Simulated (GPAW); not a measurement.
**Pressure against volume in fcc Au (space group 225) (GPAW, PBE)**

```
CELL_PARAMETERS angstrom
      0.00000     2.00373     2.00373
      2.00373     0.00000     2.00373
      2.00373     2.00373     0.00000
ATOMIC_POSITIONS crystal
  Au 0.00000 0.00000 0.00000
```

Method of the run: PBE, GPAW PAW datasets PBE (gpaw-data 1.0.1) (plane waves; GPAW). Settings: mode = pw; ecut = 585 eV; xc = PBE; kpts = 25 25 25; mesh shift (steps) = 0 0 0; occupations.name = fermi-dirac; occupations.width = 0.05 eV; nbands = -9; convergence.density = 1e-05 e/electron; symmetry.symmorphic = false; symmetry.tolerance = 0.0005; maxiter = 150. The cell above is the first row's. The rows scale it uniformly. In all rows the k mesh is held.

```csv
V (Å^3/atom),P (GPa)
16.090,?
16.439,19.05
16.789,14.18
17.139,9.93
17.489,6.21
17.838,2.96
18.188,0.11
18.538,-2.38
18.888,-4.53
```

Question: Using a cubic, estimate the missing P at V = 16.090 from the other rows, showing the fit.

Answer: With u = V - 17.7, the rows have u = -1.2610, -0.9110, -0.5610, -0.2110, 0.1380, 0.4880, 0.8380, 1.1880. Least squares gives P = 4.184 - 9.1696·u + 1.7981·u² - 0.2178·u³. Residuals (row less fit): 0.007, -0.014, -0.002, 0.009, 0.008, -0.002, -0.014, 0.007; standard error 0.013 (degrees of freedom: 4). The fitted pressure is zero at V0 = 18.20, where dP/dV = -7.526, so B0 = -V0·dP/dV = 137 GPa. At the withheld row, u = -1.6100, so P = 4.184 - 9.1696 × (-1.6100) + 1.7981 × (-1.6100)² - 0.2178 × (-1.6100)³ = 24.517 GPa. The calculation gives 24.60 GPa, 0.083 GPa above the prediction (0.3 % of the range of P in the table). The row lies outside the fitted rows, so this is an extrapolation. From the scatter of the fitted rows alone, a prediction at this place has a standard error of 0.034 GPa, so the miss is 2.4 times that.

Carrying the step between the two nearest rows on in a straight line would have given 23.91, off by 0.69; series whose last step already gives the withheld value aren't shown. The scan was laid around a cell of about the measured size, scaled by a guess for this functional. Spin-orbit coupling is off. Cutoffs and mesh are single choices, not tested for convergence of this quantity. Series with a scatter that would blur these digits, or in which a gap closes, are not shown.
